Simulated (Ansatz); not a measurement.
The parent structure is SiO₂ (space group P3_221, No. 154; a = 4.866 Å, c = 5.365 Å).

Level of theory: LDA (Ansatz, a first-principles code), no spin-orbit coupling.

For the base:

- Electron mass: 0.50 mₑ (at Γ)
- Band gap: 5.83 eV

The change: every lattice vector is shortened by 2.25 %; the atoms relax in the strained cell.

### Question
What does the calculation give for the energy relative to the base, electron mass, band gap and largest internal atomic displacement after the change?

### Answer
The energy goes up by 6.9 meV/atom; the electron mass becomes 0.48 mₑ (at Γ) (base: 0.50 mₑ (at Γ)); the band gap rises by 0.23 eV (5.83 eV → 6.06 eV); the largest internal atomic displacement comes out as 0.110 Å.

Masses are band curvatures over ±0.01 Å⁻¹ around the edge. No phonon test of stability was made.
